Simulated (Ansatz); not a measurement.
Base system: Si in the diamond structure (space group Fd-3m, No. 227).

Si is modelled in the cubic space group Fd-3m, origin choice 1 (No. 227), the diamond structure, Pearson symbol cF8. Conventional cell: a = b = c = 5.470 Å, α = β = γ = 90.00°. Si on 8a is surrounded by 4 Si at 2.369 Å (tetrahedral). (Neighbours: up to the widest gap in distance over summed covalent radii, below 1.35, at either atom.)
(The calculation used a cell of 2 atoms; values per cell refer to that cell.)

The values are results of plane-wave PAW DFT at the PBE level (Ansatz, a quantum-chemistry and plane-wave program, 420 eV), scalar-relativistic without spin-orbit coupling, earlier PAW set, not measurements.

For the base:

The hole mass is 0.16, 0.27, 0.27 mₑ (at Γ). The band gap is 0.61 eV, the volume per atom is 20.46 Å³ and the smallest direct gap is 2.55 eV.

Perturbation: cell and atoms relaxed at a pressure of 18 GPa.

Q: Predict the new hole mass, band gap, volume per atom and smallest direct gap.

A: The hole mass (degenerate bands, along [100]) changes from 0.16, 0.27, 0.27 mₑ (at Γ) to 0.22, 0.24, 0.24 mₑ (at Γ); the band gap falls by 0.30 eV, from 0.61 eV to 0.31 eV; the volume per atom decreases by 2.82 Å³, from 20.46 Å³ to 17.64 Å³; the smallest direct gap increases by 0.05 eV (2.55 eV → 2.60 eV).

Load acts through the strain it causes; cell and atoms are relaxed under it. Masses are band curvatures over ±0.01 Å⁻¹ around the edge. Whether these cells are dynamically stable was not tested. Measured, Si leaves this structure (for the β-tin structure) near 12 GPa (room temperature; as listed in arXiv:1906.07825).
